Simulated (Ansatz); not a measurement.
```
ZnS
1.0
    0.00000     2.67828     2.67828
    2.67828     0.00000     2.67828
    2.67828     2.67828     0.00000
Zn S
1 1
Direct
  0.00000   0.00000   0.00000
  0.25000   0.25000   0.25000
```

Method: PBEsol with spin-orbit coupling, rigid bands (plane waves, PAW; Ansatz, a first-principles code). How the cell was made: cell and atoms relaxed with PBEsol.

Predict the electron conductivity mass (n e² τ/σ) at 300 K, by direction if it differs.

0.179 mₑ.

Predict the hole conductivity mass (n e² τ/σ) at 300 K, by direction if it differs.

0.84 mₑ.

And the band gap?

2.06 eV at this level; semilocal functionals usually fall short of the measured gap.

Rigid bands, one relaxation time for all states, no polarons.
